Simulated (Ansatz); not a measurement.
Amorphous Hf$_{18}$O$_{37}$Ba, 56 atoms at 8.85 g/cm³, one PBE-relaxed geometry, zone centre. Methods: PBE, scalar-relativistic without spin-orbit coupling (Ansatz, a quantum-chemistry and plane-wave program); r2SCAN, scalar-relativistic without spin-orbit coupling (Ansatz); HSE06, scalar-relativistic without spin-orbit coupling (Ansatz). Plane waves to 420 eV (r2SCAN 500 eV); exact exchange is cut at the cell's faces. At PBE the levels at the filled edge of the gap are localised (band-tail or defect states). All rungs ran without spin polarisation.

Preparation: random packing, a CHGNet melt and quench, and a DFT relaxation. O atoms were pushed apart under 1.9 Å during the dynamics, to hinder bonds among them. The hot cell started wider than the set density and was brought back towards it in steps. It is the lowest in DFT energy of 2 quenches. It is a model cell: composition and starting density were chosen by hand, and all elements were melted together. No dispersion term was used. Its density started from a set value of 8.86 and ended at 8.85 g/cm³. The simulated quench (nominally 380 K/ps over its main leg) is rapid and tends to freeze in more defects than a deposited or slowly cooled glass has. One small periodic cell is one sample of the glass; other quenches scatter about these values. The volume was held where the preparation left it and the shape relaxed, at a PBE pressure of 3.8 GPa. Stress components on the final sampling reach 3.9 GPa. On a 2×2×2 Γ-centred mesh force components of up to 0.14 eV/Å stay, since the relaxation ran on the zone centre alone.

The relaxation ran on the zone centre alone. At PBE the level gap is 4.18 eV on a 2×2×2 Γ-centred mesh, and the spacing at the zone centre alone 4.20 eV.

### Question
What zone-centre spacing does r2SCAN give, roughly?

### Answer
4.66 eV (+0.46 eV against PBE).

### Question
What zone-centre spacing does HSE06 give, roughly?

### Answer
5.74 eV (+1.54 eV against PBE).

The highest filled and the lowest empty state spread over these numbers of atoms (participation numbers): PBE: 4.8 and 25.1; r2SCAN: 4.7 and 24.3; HSE06: 4.8 and 29.7.
